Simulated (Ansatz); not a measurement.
# GaSb, alloy series

The parent structure is GaSb in the zinc blende structure (space group F-43m, No. 216; a = 6.214 Å).

The other end (x = 1) is GaP in the zinc blende structure (space group F-43m, No. 216): 20.87 Å³/atom, gap 1.58 eV.

P replaces a fraction x of Sb; each row is one arrangement (x, atoms in the cell, starting space group or random), fully relaxed.

Method: plane-wave PAW DFT at the PBE level (Ansatz, a program for electronic structure, 420 eV), no spin-orbit coupling.

Notes on the quantities. mixing energy: to 0.01 eV only: unlike meshes or grids.

| case | mixing energy | density | shortest interatomic distance | band gap |
|---|---|---|---|---|
| base | – | 5.30 g/cm³ | 2.691 Å | zero |
| x(P) = 0.25, 8 atoms, Amm2 | +0.06 eV/atom | 5.08 g/cm³ | 2.453 Å | zero |
| x(P) = 0.333, 6 atoms, P3m1 | +0.07 eV/atom | 4.98 g/cm³ | 2.385 Å | zero |
| x(P) = 0.5, 4 atoms, R3m | +0.08 eV/atom | 4.80 g/cm³ | 2.381 Å | zero |
| x(P) = 0.5, 8 atoms, P-4m2 | +0.07 eV/atom | 4.82 g/cm³ | 2.448 Å | 0.11 eV |

Each cell is one ordered arrangement of few atoms, which overstates ordering effects compared with a random alloy. Spin-orbit coupling, missing from the scalar runs, can matter with Sb. Stability against distortions was not tested. The final runs are not spin-polarised. A zero or small gap of Ga4Sb3P, GaSb, Ga3Sb2P and Ga2SbP can be the functional's error rather than a property of the material.
